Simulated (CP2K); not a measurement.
Checking a run of CP2K on a (001) slab of SiRu3 (cut from a parent of space group no. 225; 8 atoms in the cell). The aim is a self-consistent single point with DFT PBE, GPW, DZVP-MOLOPT-SR-GTH basis, GTH-PBE potentials (GTH_POTENTIALS).

Cell that was meant: a = 4.4604 Å, b = 6.3079 Å, c = 14.7310 Å, α = 90.00°, β = 90.00°, γ = 135.00°.

Part of the input:

```
    &END CELL
    &COORD
      SCALED
      Ru       2.23019700     2.23019700     9.73100398
      Ru       2.23019700     0.00000000     8.15400624
      Ru       0.00000000     2.23019700     8.15400624
      Ru       0.00000000     0.00000000     6.57699376
      Ru       0.00000000     2.23019700     4.99999602
      Ru       2.23019700     0.00000000     4.99999602
      Si       0.00000000     0.00000000     9.73100398
      Si       2.23019700     2.23019700     6.57699376
    &END COORD
    &KIND Ru
      BASIS_SET DZVP-MOLOPT-SR-GTH-q16
```

Log, with long lists cut:

```
 GLOBAL| Method name                                                        CP2K
   [... lines left out ...]
                          104               104.000                        1.000

 Number of electrons:                                                        104
 Number of occupied orbitals:                                                 52
 Number of molecular orbitals:                                                69

 Number of orbital functions:                                                182
 Number of independent orbital functions:                                    182
 SCF WAVEFUNCTION OPTIMIZATION

  Step     Update method      Time    Convergence         Total energy    Change
     1 NoMix/Diag. 0.20E+00      -     2.63154769      -571.5339717399 -5.72E+02
     2 Broy./Diag. 0.20E+00      -     0.70192089      -563.2852539689  8.25E+00
     3 Broy./Diag. 0.20E+00      -     0.10514450      -559.7291544629  3.56E+00
     4 Broy./Diag. 0.20E+00      -     0.36256266      -564.4776936107 -4.75E+00
     5 Broy./Diag. 0.20E+00      -     0.23308676      -569.4013549419 -4.92E+00
     6 Broy./Diag. 0.20E+00      -     0.04115810      -568.9744159391  4.27E-01
   [... 25 lines left out ...]
    32 Broy./Diag. 0.20E+00      -     0.00000267      -569.1282127848  2.23E-05
    33 Broy./Diag. 0.20E+00      -     0.00000161      -569.1281747205  3.81E-05
    34 Broy./Diag. 0.20E+00      -     0.00000101      -569.1281564683  1.83E-05
    35 Broy./Diag. 0.20E+00      -     0.00000051      -569.1281713927 -1.49E-05
  *** SCF run converged in    35 steps ***

  Overlap energy of the core charge distribution:               0.10630256461995
  Self energy of the core charge distribution:              -1028.18482244855386
  Core Hamiltonian energy:                                    252.18164049290456
  Hartree energy:                                             271.33830435506661
  Exchange-correlation energy:                                -64.55761451589279
  Electronic entropic energy:                                  -0.01198184246973
  Fermi energy:                                                 0.11282067506405

  Total energy:                                              -569.12817139267179
  Total energy (extrapolated to T->0):                       -569.12218047143688

   [... lines left out ...]
 STRESS|                        x                   y                   z
 STRESS|      x       -5.77980005584E+04  -1.67088921609E+04   1.03968295863E+02
 STRESS|      y       -1.67088921609E+04   4.16145460489E+06   3.59202012980E+04
 STRESS|      z        1.03968295863E+02   3.59202012980E+04   4.59572556141E+04
 STRESS| 1/3 Trace                                             1.38320461998E+06
```

**Question.** Can these results be used? Check the input.

**Answer.** The run is not sound. The fault is fractional and Cartesian coordinates mixed up. The same three numbers mean different points as fractional and as Cartesian coordinates. To fix it, make label and numbers agree, by changing either. The run converged in 35 iterations without an error; against the sound input the free energy goes up by 22.8 eV/atom and the largest force goes from 2.953 to 377.2 eV/Å.

The sound input it was made from differs as follows (other fixes are possible):
```diff
-      Ru       2.23019700     2.23019700     9.73100398
-      Ru       2.23019700     0.00000000     8.15400624
-      Ru       0.00000000     2.23019700     8.15400624
-      Ru       0.00000000     0.00000000     6.57699376
-      Ru       0.00000000     2.23019700     4.99999602
-      Ru       2.23019700     0.00000000     4.99999602
-      Si       0.00000000     0.00000000     9.73100398
-      Si       2.23019700     2.23019700     6.57699376
+      Ru       1.00000000     0.50000000     0.66058000
+      Ru       0.50000000     0.00000000     0.55352700
+      Ru       0.50000000     0.50000000     0.55352700
+      Ru       0.00000000     0.00000000     0.44647300
+      Ru       0.50000000     0.50000000     0.33942000
+      Ru       0.50000000     0.00000000     0.33942000
+      Si       0.00000000     0.00000000     0.66058000
+      Si       1.00000000     0.50000000     0.44647300
```

With that input, the run converged in 48 iterations: free energy E − TS -15669.2599 eV; Fermi level (on the code's own zero) 3.30 eV; pressure averaged over the cell with its vacuum -13.28 GPa; largest force (vector length) 2.953 eV/Å (DFT PBE, GPW, DZVP-MOLOPT-SR-GTH basis, GTH-PBE potentials (GTH_POTENTIALS)).

On the sound input: the starting cell was generated: these elements placed on a structure prototype, without a prior relaxation; it need not be a known phase or ordering of this composition. The slab is cut from that crystal, and its faces are unrelaxed. Spin polarisation is off. The two faces of this cut differ, and no dipole correction was used. Values carry the incompleteness of an atom-centred basis. Forces in this geometry exceed 1 eV/Å. Without a gap this mesh is coarse (it stands for a supercell whose shortest in-plane vector is 18 Å).
